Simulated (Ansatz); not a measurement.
CdZnS2 (P3m1, No. 156, 4 atoms in the cell; start mp-1215475)

Computed with LDA (PAW; Ansatz, a first-principles code).

Run with plane-wave cutoff 520 eV, 12×12×6 k mesh (along the axes of the cell as run), Fermi–Dirac smearing 0.01 eV, scalar-relativistic PAW data made under PBE.

Cell (relaxed with PBEsol):

```
CELL_PARAMETERS angstrom
      3.93366     0.00000     0.00000
     -1.96683     3.40665     0.00000
      0.00000     0.00000     6.52452
ATOMIC_POSITIONS crystal
  Zn 0.00000 0.00000 0.99933
  Cd 0.33333 0.66667 0.50698
  S  0.33333 0.66667 0.89172
  S  0.00000 0.00000 0.35397
```

For CdZnS2 (P3m1, No. 156, 4 atoms in the cell; start mp-1215475), the band gap is 1.20 eV.

Note: cell and atoms aren't relaxed at this level (pressure -2.4 GPa).

Spin–orbit coupling is not included.

Cost on a shared machine: roughly 40 core-seconds.

A start named mp-… is a Materials Project structure, which need not be a measured phase.
